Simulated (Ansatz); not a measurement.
Take SnO2 in the rutile structure (space group P4_2/mnm, No. 136) as the base.

```
CELL_PARAMETERS angstrom
      4.72236     0.00000     0.00000
      0.00000     4.72236     0.00000
      0.00000     0.00000     3.19034
ATOMIC_POSITIONS crystal
  Sn 0.00000 0.00000 0.00000
  Sn 0.50000 0.50000 0.50000
  O  0.30607 0.30607 0.00000
  O  0.80607 0.19393 0.50000
  O  0.19393 0.80607 0.50000
  O  0.69393 0.69393 0.00000
```

Cartesian axes are those of the cell as printed.

Method: plane-wave PAW DFT at the LDA level (Ansatz, a quantum-chemistry and plane-wave program, 420 eV), no SOC.

For the base:

```
Quantity                         Value
-----------------------------  -------
Shortest interatomic distance  2.044 Å
```

One thing is altered: uniaxial strain ε_zz = +3.00 %, all other strain components held at zero, atoms relaxed at fixed cell.

Task: What does the calculation give for the energy relative to the base, stress and shortest interatomic distance after the change?

Result: The energy rises by 13 meV/atom; the stress (xx, yy, zz, yz, xz, xy; compression positive) comes out as (-4.30, -4.30, -11.66, 0.00, 0.00, 0.00) GPa; the shortest interatomic distance rises by 0.008 Å to 2.052 Å.

No phonon test of stability was made.
